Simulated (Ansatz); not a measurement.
## HgSe in the zinc blende structure (space group F-43m, No. 216)

```
HgSe
1.0
    0.00000     3.12980     3.12980
    3.12980     0.00000     3.12980
    3.12980     3.12980     0.00000
Se Hg
1 1
Cartesian
  4.69469   4.69469   4.69469
  0.00000   0.00000   0.00000
```

Calculations: PBE/PAW in Ansatz (a program for electronic structure), no spin-orbit coupling, earlier PAW set. Settings: 13×13×13 k-points, 0.05 eV Fermi–Dirac smearing.

- Volume per atom = 30.66 Å³
- Density = 7.57 g/cm³
- Band gap = zero
- Total energy = -9642.543 eV/atom (σ→0; compares only within this code and set-up)

With Hg present, leaving out spin-orbit coupling can change the band edges. Stability against distortions was not tested. The final runs are not spin-polarised. The zero or small gap of HgSe can change with the level of theory.
